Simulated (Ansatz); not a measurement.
Data:

```
V3Si
1.0
    4.73914     0.00000     0.00000
    0.00000     6.70216     0.00000
    0.00000     3.35108     3.21680
V Si
6 2
Direct
  0.50000   0.00669   0.23719
  0.50000   0.99331   0.76281
  0.25000   0.50000   0.50000
  0.75000   0.50000   0.50000
  0.00000   0.74389   0.76281
  0.00000   0.25611   0.23719
  0.00000   0.00000   0.00000
  0.50000   0.50000   0.00000
```

No spin polarisation.

Level of theory: PBEsol (Ansatz, an electronic-structure program), spin-orbit coupling left out, earlier PAW set. Γ-centred 10×10×10 mesh, Fermi–Dirac width 0.05 eV.

Problem. Predict the band gap.

Solution. Zero.

Problem. What is the computed space group?

Solution. Cccm (No. 66).

Problem. What pressure (mean of the normal stresses, compression positive) does the calculation give?

Solution. -3.1 GPa.

The cells carry an imposed strain or load. No phonon test of stability was made. All final runs are without spin polarisation. The cell was made from V3Si in the A15 (Cr3Si type) structure (space group Pm-3n, No. 223) by this change: biaxial strain +1.92 %, plane normal [110], relaxed out of plane.
